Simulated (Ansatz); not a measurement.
An Ansatz (a program for electronic structure) input (Kohn–Sham DFT with the PBEsol functional, run in Ansatz with PAW and 420 eV plane waves, without spin-orbit coupling):

Ansatz 0.2 input:
```yaml
crystal:
  lattice:
    - [3.9360740959, 0, 0]
    - [0, 3.9360740959, 0]
    - [1.968037048, -1.968037048, 2.762454351]
  atoms:
    - { symbol: Hg, position: [0, 0, 0] }
    - { symbol: F, position: [0.75, 0.75, 0.5] }
    - { symbol: F, position: [0.25, 0.25, 0.5] }
basis: { ecutwfc: 420, ecutrho_ratio: 4, xc_grid: 2, fft_grid_basis: typed }
kpoints: { mp_grid: { grid: [10, 10, 10] } }
hamiltonian:
  xc: pbesol
  dispersion: none
  pseudopotentials: { kind: paw }
scf: { occupations: { method: fermi_dirac, width: 0.05 } }
relax: { f_tol: 0.005, max_steps: 50, cell: { stress_tol: 0.01, fix: [a, b, gamma] } }
output: { forces: true, stress: true }
checkpoint: { write: state.ck, write_every: 1000 }
```

**Question.** Which symmetry and how many k-points will the program report, and about how many plane waves at Γ?

**Answer.** Space group I4/mmm (ITA 139) with 16 operations, k-points 102 of 1000, and 869 plane waves at Γ.

**Question.** And the final pressure?

**Answer.** -0.51 GPa (compression positive).

The cells carry an imposed strain or load. Stability against distortions was not tested. The cell was made from HgF$_{2}$ in the fluorite structure (space group Fm-3m, No. 225) by this change: biaxial strain +0.50 %, plane normal [001], relaxed out of plane.
